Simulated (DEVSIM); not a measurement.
Device: Au/Al2O3/p-In0.53Ga0.47As capacitor, at 400 K.

| layer (left to right) | material | thickness (nm) | Na (cm⁻³) |
|---|---|---|---|
| 1 | Al2O3 | 13.0 | - |
| 2 | In0.53Ga0.47As | 13000 | 4e15 |

Metal gate on the left, work function 5.1 eV. Fixed charge at the semiconductor interface 1.4e10 cm⁻² (in units of +e); no interface traps.

Constants are typed, rounded textbook-type inputs, not results; the design itself was drawn at random and stands for no fabricated device. Values at 300 K; Nc and Nv go as T^1.5, mobilities as T to minus their exponent, the gap by Varshni's rule with the affinity fixed.

```tsv
parameter	Al2O3	In0.53Ga0.47As
gap (eV)	6.8	0.74
affinity (eV)	1.35	4.51
permittivity	9	13.9
Nc (cm⁻³)	-	2.1e17
Nv (cm⁻³)	-	7.7e18
Varshni α (eV/K)	-	0.00035
Varshni β (K)	-	190
```

DEVSIM, 1D Poisson equation in equilibrium, Boltzmann statistics, complete ionisation; no quantum confinement or tunnelling. Metal contacts follow the ideal Schottky-Mott rule: no Fermi-level pinning, no interface dipoles.

Task: Tabulate band edges, carrier densities and field at 0.3 V on the gate.

Result: Energies count from the Fermi level of the right contact; mesh points crowd at the junctions.

| x (μm) | Ec (eV) | Ev (eV) | n (cm⁻³) | p (cm⁻³) | field (V/cm) |
|---|---|---|---|---|---|
| 0.000 | 3.450 | -3.350 | < 1e2 | < 1e2 | 12000 |
| 0.001670 | 3.452 | -3.348 | < 1e2 | < 1e2 | 12000 |
| 0.005115 | 3.456 | -3.344 | < 1e2 | < 1e2 | 12000 |
| 0.009997 | 3.462 | -3.337 | < 1e2 | < 1e2 | 12000 |
| 0.01279 | 3.466 | -3.334 | < 1e2 | < 1e2 | 12000 |
| 0.01437 | 0.308 | -0.402 | 4.3e13 | 1.0e14 | 9800 |
| 0.01837 | 0.311 | -0.398 | 3.8e13 | 1.2e14 | 9600 |
| 0.03398 | 0.326 | -0.383 | 2.5e13 | 1.7e14 | 8800 |
| 0.06904 | 0.354 | -0.355 | 1.1e13 | 3.9e14 | 7100 |
| 0.1547 | 0.399 | -0.310 | 3.0e12 | 1.5e15 | 3600 |
| 0.3809 | 0.431 | -0.278 | 1.2e12 | 3.7e15 | 310 |
| 1.305 | 0.434 | -0.276 | 1.1e12 | 4.0e15 | ≈ 0 |
| 3.241 | 0.434 | -0.276 | 1.1e12 | 4.0e15 | ≈ 0 |
| 7.886 | 0.434 | -0.276 | 1.1e12 | 4.0e15 | ≈ 0 |
| 11.55 | 0.434 | -0.276 | 1.1e12 | 4.0e15 | ≈ 0 |
| 12.43 | 0.434 | -0.276 | 1.1e12 | 4.0e15 | ≈ 0 |
| 12.79 | 0.434 | -0.276 | 1.1e12 | 4.0e15 | ≈ 0 |
| 12.92 | 0.434 | -0.276 | 1.1e12 | 4.0e15 | ≈ 0 |
| 12.99 | 0.434 | -0.276 | 1.1e12 | 4.0e15 | ≈ 0 |
| 13.00 | 0.434 | -0.276 | 1.1e12 | 4.0e15 | ≈ 0 |
| 13.01 | 0.434 | -0.276 | 1.1e12 | 4.0e15 | ≈ 0 |
| 13.01 | 0.434 | -0.276 | 1.1e12 | 4.0e15 | ≈ 0 |
